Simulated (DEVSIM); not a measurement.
Structure: abrupt Si p-n junction, at 300 K.

Layer 1 from the left is Si, thickness (μm) 2.20, Na (cm⁻³) 1.3e17, τn (s) 0.00087, τp (s) 0.00087. Layer 2 from the left is Si, thickness (μm) 0.830, Nd (cm⁻³) 5.1e17, τn (s) 0.00087, τp (s) 0.00087.

Left contact: ohmic. Right contact: ohmic. Voltage is applied to the left contact. Recombination: SRH at mid-gap, Auger. Mobility is μmin + (μ − μmin)/(1 + (N/Nref)^α).

This is a model device: material constants are rounded textbook-type values typed into the input, and sizes, dopings and lifetimes were drawn at random. Values at 300 K.

Si: gap (eV) 1.124, affinity (eV) 4.05, permittivity 11.7, Nc (cm⁻³) 2.86e19, Nv (cm⁻³) 3.1e19, μn (cm²/Vs) 1417, μp (cm²/Vs) 470, μn,min 52, μp,min 45, Nref,n 9.7e16, Nref,p 2.2e17, αn 0.68, αp 0.72, Cn (cm⁶/s) 2.8e-31, Cp (cm⁶/s) 9.9e-32.

### Question
Estimate by hand the built-in potential, the peak field at zero bias, and compare with a numerical solution.

### Answer

- Built-in potential: ni = √(Nc Nv) exp(−Eg/2kT) = 1.08e10 cm⁻³ with Eg = 1.124 eV; Vbi = kT/q ln(Na Nd/ni²) = 0.878 V; numerical 0.878 V.
- Peak field at zero bias: depletion approximation: W = √(2εVbi/(qN)) = 0.105 μm with N = 1.04e17 cm⁻³; field = 2Vbi/W = 168000 V/cm; numerical 163000 V/cm (estimate above by 3.1 %).

DEVSIM, 1D drift-diffusion, Boltzmann statistics, complete ionisation; no tunnelling, impact ionisation, image-force lowering or self-heating.
